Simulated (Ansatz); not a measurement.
CsPb2Cl5 (I4/mcm, No. 140, 16 atoms in the cell; start COD 4302867) was calculated with LDA in Ansatz (plane waves, PAW).

Numerical settings: plane-wave cutoff 520 eV, 6×6×6 k mesh, Fermi–Dirac smearing 0.01 eV, scalar-relativistic PAW data made under PBE.

Cell (relaxed at this level):

```xyz
16
Lattice="-3.9504 3.9504 7.0542 3.9504 -3.9504 7.0542 3.9504 3.9504 -7.0542" Properties=species:S:1:pos:R:3 pbc="T T T"
Pb     1.2812     2.6692     0.0000
Pb     5.2317     1.2812     0.0000
Pb     2.6692     1.2812     7.0542
Pb    -1.2812     2.6692     7.0542
Cs     0.0000     0.0000     3.5271
Cs     0.0000     0.0000    10.5813
Cl     2.7534     1.1970     1.8167
Cl     2.7534    -1.1970     8.8709
Cl     1.1970     2.7534     8.8709
Cl     1.1970     5.1474     1.8167
Cl     2.7534    -1.1970     5.2375
Cl     2.7534     1.1970    -1.8167
Cl     1.1970     5.1474    -1.8167
Cl     1.1970     2.7534     5.2375
Cl     0.0000     0.0000     0.0000
Cl     0.0000     0.0000     7.0542
```

Problem. Predict the band gap and Γ–Γ gap.

Solution. 
- band gap = 3.61 eV (on the SCF k mesh)
- Γ–Γ gap = 3.96 eV

Note: the relaxation could not lower the start's symmetry, so the cell can be a saddle point above a distorted one.

Spin–orbit coupling is not included; with these elements it can move the gap by several tenths of an eV or more.

Static lattice: no zero-point or thermal effects.

The result took roughly 18 core-minutes.

Ansatz is a program for electronic structure.
